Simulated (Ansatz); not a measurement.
SiS2: pressure series

Base system: SiS₂ (space group Ibam, No. 72; a = 6.366 Å, b = 11.127 Å, c = 5.593 Å; made of chains).

Cell and atoms are relaxed at each pressure.

Computed with Ansatz (a first-principles code) PBE, spin-orbit coupling left out.

Candidates:
(a) pressure 0.7 GPa
(b) pressure 0.3 GPa
(c) pressure 10 GPa
(d) pressure 7.5 GPa
(e) pressure 5 GPa

Before the change:

```
Quantity   Result
--------  -------
Band gap  3.10 eV
```

Task: Order them by band gap, lowest first.

Result: (c) pressure 10 GPa (2.12 eV), (d) pressure 7.5 GPa (2.18 eV), (e) pressure 5 GPa (2.30 eV), (a) pressure 0.7 GPa (2.85 eV), (b) pressure 0.3 GPa (2.95 eV)

Load acts through the strain it causes; cell and atoms are relaxed under it. Whether these cells are dynamically stable was not tested. No other phases were tried under pressure. No dispersion term is included, though the crystal is made of layers, chains or molecules, so its spacings can come out too wide.
